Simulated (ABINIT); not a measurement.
A self-consistent single point of Mg₂Sn (Fm-3m, 3 atoms in the cell) with ABINIT.

Method: PBE, norm-conserving pseudopotentials (PseudoDojo nc-sr-05 PBE standard) (plane waves; ABINIT 10.0.3).

The change in words: lattice scaled by 1.015. Reference geometry:
```
CELL_PARAMETERS angstrom
      0.00000     3.31289     3.31289
      3.31289     0.00000     3.31289
      3.31289     3.31289     0.00000
ATOMIC_POSITIONS crystal
  Mg 0.25000 0.25000 0.25000
  Mg 0.75000 0.75000 0.75000
  Sn 0.00000 0.00000 0.00000
```

Reference input (self-consistent single point, DFT, PBE, plane waves, norm-conserving pseudopotentials (PseudoDojo nc-sr-05 PBE standard)): pseudos = [Mg.upf, Sn.upf]; ecut = 84 Ry; occopt = 6; tsmear = 0.00367493 Ha; ngkpt = 7 7 7; nshiftk = 1; shiftk = 0 0 0; potentials = PseudoDojo nc-sr-05 PBE standard; nband = 23; kptopt = 1; nstep = 80; tolvrs = 1e-11. This run's input differs from it in these lines:

```diff
@@ -3,6 +3,6 @@
 pseudos "Mg.upf, Sn.upf"
-acell 8.8536200579 8.8536200579 8.8536200579
+acell 8.9864234234 8.9864234234 8.9864234234
 rprim
-        -0.0000000000    0.7071067812    0.7071067812
-         0.7071067812   -0.0000000000    0.7071067812
+         0.0000000000    0.7071067812    0.7071067812
+         0.7071067812    0.0000000000    0.7071067812
          0.7071067812    0.7071067812   -0.0000000000
@@ -13,4 +13,4 @@
 xcart
-         1.6564450000    1.6564450000    1.6564450000
-         4.9693350000    4.9693350000    4.9693350000
+         1.6812915000    1.6812915000    1.6812915000
+         5.0438745000    5.0438745000    5.0438745000
          0.0000000000    0.0000000000    0.0000000000
```

The program printed (abridged):

```
--- !BeginCycle
solver: {iscf: 7, nstep: 80, nline: 4, wfoptalg: 0, }
tolerances: {tolvrs: 1.00E-11, }
...

     iter   Etot(hartree)      deltaE(h)  residm     vres2
 ETOT  1  -197.09138944854    -1.971E+02 4.965E-01 6.705E+01
 ETOT  2  -197.64729601387    -5.559E-01 1.232E-02 2.050E+01
 ETOT  3  -197.64946176847    -2.166E-03 3.596E-03 7.598E-01
 ETOT  4  -197.64962430887    -1.625E-04 1.619E-03 2.420E-02
 ETOT  5  -197.64962522053    -9.117E-07 6.092E-04 3.560E-03
   [... 2 lines left out ...]
 ETOT  8  -197.64962550676    -1.936E-09 1.924E-04 1.523E-06
 ETOT  9  -197.64962550686    -9.521E-11 9.261E-05 1.162E-08
 ETOT 10  -197.64962550686    -2.842E-13 7.092E-05 2.629E-10
 ETOT 11  -197.64962550686    -5.201E-12 3.181E-05 1.685E-12
 At SCF step   11       vres2   =  1.68E-12 < tolvrs=  1.00E-11 =>converged.

 Cartesian components of stress tensor (hartree/bohr^3)
  sigma(1 1)= -6.06603194E-05  sigma(3 2)=  0.00000000E+00
  sigma(2 2)= -6.06603194E-05  sigma(3 1)=  0.00000000E+00
  sigma(3 3)= -6.06603194E-05  sigma(2 1)=  0.00000000E+00

 ----iterations are completed or convergence reached----

 reduced coordinates (array xred) for    3 atoms
       0.250000000000      0.250000000000      0.250000000000
       0.750000000000      0.750000000000      0.750000000000
       0.000000000000      0.000000000000      0.000000000000
 cartesian forces (eV/Angstrom) at end:
    1      0.00000000000000    -0.00000000000000    -0.00000000000000
    2     -0.00000000000000     0.00000000000000     0.00000000000000
   [... lines left out ...]
 Fermi (or HOMO) energy (hartree) =   0.12093   Average Vxc (hartree)=  -0.33251
   [... lines left out ...]
total_energy        : -1.97649625506863E+02
total_energy_eV     : -5.37831982945251E+03
band_energy         : -3.50143516960246E+01
...

-Cartesian components of stress tensor (GPa)         [Pressure=  1.7847E+00 GPa]
- sigma(1 1)= -1.78468791E+00  sigma(3 2)=  0.00000000E+00
- sigma(2 2)= -1.78468791E+00  sigma(3 1)=  0.00000000E+00
- sigma(3 3)= -1.78468791E+00  sigma(2 1)=  0.00000000E+00

 Calculation completed.
```

The run converged in 11 iterations. Against the reference run the free energy goes down by 20.4 meV/atom and the pressure goes from 4.16 to 1.78 GPa.

The starting cell comes from a database of computed structures (which also holds hypothetical and non-ambient phases and stackings), without a prior relaxation at this level. Its lattice was rescaled by a random factor within 2.5 % of one. For this run, on top of that: lattice scaled by 1.015.

Cost on one core of a shared machine: roughly 90 s.
